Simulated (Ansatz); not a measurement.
**WGe in the rock salt structure (space group Fm-3m, No. 225; a hypothetical phase, not in the database extracts checked)**

```cif
data_Ge4W4
_chemical_formula_sum 'Ge4 W4'
_space_group_name_H-M_alt 'Fm-3m'
_space_group_IT_number 225
_space_group_name_Hall '-F 4 2 3'
_cell_length_a 5.09793
_cell_length_b 5.09793
_cell_length_c 5.09793
_cell_angle_alpha 90.000
_cell_angle_beta 90.000
_cell_angle_gamma 90.000
loop_
_atom_site_label
_atom_site_type_symbol
_atom_site_symmetry_multiplicity
_atom_site_Wyckoff_symbol
_atom_site_fract_x
_atom_site_fract_y
_atom_site_fract_z
_atom_site_occupancy
Ge1 Ge 4 a 0.00000 0.00000 0.00000 1
W1 W 4 b 0.50000 0.50000 0.50000 1
```
(The calculation used a cell of 2 atoms; values per cell refer to that cell.)

Calculations: PBEsol in Ansatz (plane waves to 420 eV, PAW, without spin-orbit coupling), earlier PAW set. Settings: 16×16×16 k-points, 0.05 eV Fermi–Dirac smearing.

```yaml
volume_per_atom: 16.56 Å³
density: 12.86 g/cm³
band_gap: zero
total_energy: -7254.710 eV/atom (σ→0; compares only within this code and set-up)
```

Stability against distortions was not tested. All final runs are without spin polarisation. WGe has a high density of states at the Fermi level and may be magnetic at this level.

Ansatz is a quantum-chemistry and plane-wave program.
